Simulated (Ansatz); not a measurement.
C (model structure, P6₂22, No. 180, 3 atoms in the cell) was calculated with LDA (PAW; Ansatz, a program for electronic structure).

Run with plane-wave cutoff 520 eV, 18×18×12 k mesh (along the axes of the cell as run), Fermi–Dirac smearing 0.01 eV, scalar-relativistic PAW data made under PBE.

Cell (relaxed at this level):

```
CELL_PARAMETERS angstrom
      2.57739     0.00000     0.00000
     -1.28870     2.23209     0.00000
      0.00000     0.00000     2.76638
ATOMIC_POSITIONS crystal
  C  0.50000 0.00000 0.00000
  C  0.00000 0.50000 0.66667
  C  0.50000 0.50000 0.33333
```

Question: What does this level give for the band gap, smallest direct gap on the k points sampled and Γ–Γ gap?

Answer: 
- band gap = 1.80 eV (indirect)
- smallest direct gap on the k points sampled = 4.55 eV
- Γ–Γ gap = 9.15 eV

Note: the relaxation could raise the start's symmetry but not lower it, so the cell can be a saddle point.

The computed numbers hold no vibrational or temperature effects.

A model structure was made by putting elements into a prototype or built by hand; it is no filed structure, need not be a known phase, and can be a saddle point held by its symmetry.
